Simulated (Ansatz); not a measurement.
System: AlCr2C (P6₃/mmc, No. 194, 8 atoms in the cell; start mp-9956). Method: PBE0 (Ansatz, a first-principles code, plane waves, PAW).

Excerpt of the program's output:

```
WARN output.stress: scf.exx.energy_threshold = 1e-6 eV is looser than the 8e-8 eV advised for a stress under a hybrid functional (1e-8 eV for each atom of the …
Crystal: 8 atoms, lattice volume = 86.240 Å³
Basis set: ecut = 460 eV, 1903 PW (Γ), exchange–correlation on 40×40×180 points (8 copies of the dense FFT grid, shifted against one another)
Bands: 43, of which v1, the nominal top of the filled ones, is band 35 counted from 1 (34 counted from 0)
Symmetry: 24 space group operations
Space group: P63/mmc (ITA 194), of the structure as read, at distance tolerance 4.4e-5 Å
k-points: 24 of 162
Initial density: superposition of atomic densities (chi_scale 0.1, normalization cell, long waves kept (reshape's long-wave potential 0.29 eV rms))
Functional: x = pbe(κ = 0.804, μ = 0.2195149727645171), c = pbe(β = 0.06672455060314922), warm-up for x = 0.75 pbe(κ = 0.804, μ = 0.2195149727645171) + 0.25 exact, c = pbe(β = 0.06672455060314922)
SCF iter   1: F=—  HF=-15101.543091 eV  |F-HF|=—  |Δ(HF+E_count)|=         —  Δρ=2.73e-1  dr2=7.24e1
SCF iter   2: F=—  HF=-15089.905879 eV  |F-HF|=—  |Δ(HF+E_count)|=    1.16e1  Δρ=5.39e-2  dr2=2.69e0
  ...
SCF 1 converged in 11 iterations: F = -15089.297278 eV  dr2 = 6.50e-10
Crystal: 8 atoms, lattice volume = 86.240 Å³
Initial density: handed on by an earlier stage of this run
  ...
Crystal: 8 atoms, lattice volume = 86.240 Å³
SCF 4 converged in 8 iterations: F = -15082.773467 eV  dr2 = 6.51e-12
Crystal: 8 atoms, lattice volume = 86.240 Å³
SCF 5 converged in 9 iterations: F = -15082.785303 eV  dr2 = 3.86e-11
Crystal: 8 atoms, lattice volume = 86.240 Å³
SCF 6 converged in 8 iterations: F = -15082.789508 eV  dr2 = 1.80e-11
Crystal: 8 atoms, lattice volume = 86.240 Å³
Crystal: 8 atoms, lattice volume = 86.240 Å³
Crystal: 8 atoms, lattice volume = 86.240 Å³
SCF iter   2: F=—  HF=-15082.792021 eV  |F-HF|=—  |Δ(HF+E_count)|=  9.28e-10  Δρ=6.51e-7  dr2=2.43e-10
SCF iter   3: F=-15082.792021 eV  HF=-15082.792021 eV  |F-HF|=1.22e-10  |Δ(HF+E_count)|=  3.18e-10  Δρ=4.49e-7  dr2=1.62e-10
SCF 9 converged in 3 iterations: F = -15082.792021 eV  dr2 = 1.62e-10
Free energy (F): -15082.792021 eV
Internal energy: -15082.791353 eV  (E = F + TS)
E sigma→0 (E₀):  -15082.791687 eV
Fermi energy:    15.237202 eV
--- Forces (eV/Å), atoms counted from 1 ---
  atom   1  Al    -0.00000000     0.00000000     0.00000000
  atom   2  Al     0.00000000    -0.00000000     0.00000000
  atom   3  Cr    -0.00000000    -0.00000000     0.19994615
  atom   4  Cr     0.00000000     0.00000000    -0.19994615
  atom   5  Cr     0.00000000     0.00000000     0.19994615
  atom   6  Cr    -0.00000000    -0.00000000    -0.19994615
  atom   7  C      0.00000000    -0.00000000    -0.00000000
  atom   8  C     -0.00000000    -0.00000000     0.00000000
--- Stress (GPa, compression-positive) ---
       -3.357565       0.000000       0.000000
        0.000000      -3.357565       0.000000
        0.000000       0.000000      -3.734915
  P = ⅓ Tr σ = -3.4833 GPa (-34.833 kbar)
```

Write an input file that could have produced this run (the log leaves some choices open).

This is not unique; one that fits is 
Ansatz 0.2 input:
```yaml
crystal:
  lattice:
    - [2.8144849241, 0.0, 0.0]
    - [-1.407242462, 2.4374154428, 0.0]
    - [0.0, 0.0, 12.5713578757]
  atoms:
    - { symbol: Al, position: [0.6666666667, 0.3333333333, 0.25] }
    - { symbol: Al, position: [0.3333333333, 0.6666666667, 0.75] }
    - { symbol: Cr, position: [0.3333333333, 0.6666666667, 0.4155594876] }
    - { symbol: Cr, position: [0.6666666667, 0.3333333333, 0.5844405124] }
    - { symbol: Cr, position: [0.6666666667, 0.3333333333, 0.9155594876] }
    - { symbol: Cr, position: [0.3333333333, 0.6666666667, 0.0844405124] }
    - { symbol: C, position: [0.0, 0.0, 0.5] }
    - { symbol: C, position: [0.0, 0.0, 0.0] }
basis:
  ecutwfc: 460
  ecutrho_ratio: 4
  xc_grid: 2
kpoints:
  mp_grid: { grid: [9, 9, 2] }
hamiltonian:
  xc: pbe0
  dispersion: none
  pseudopotentials: { azcp: { folder: ./paw }, kind: paw }
scf:
  occupations: { method: fermi_dirac, width: 0.01 }
  convergence: { dr2_threshold: 0.0000000008 }
output:
  forces: true
  stress: true
  eigenvalues: true
```

The PAW data were made under PBE.

Note: the run has no spin polarisation, so it can have missed a magnetic state. Note: the run warned that the count of filled bands differs between k points. Note: cell and atoms aren't relaxed at this level (largest force component 0.20 eV/Å, pressure -3.5 GPa).

Computing time: about 2.6 core-minutes (a rough figure).

A start named mp-… is a Materials Project structure, which need not be a measured phase.
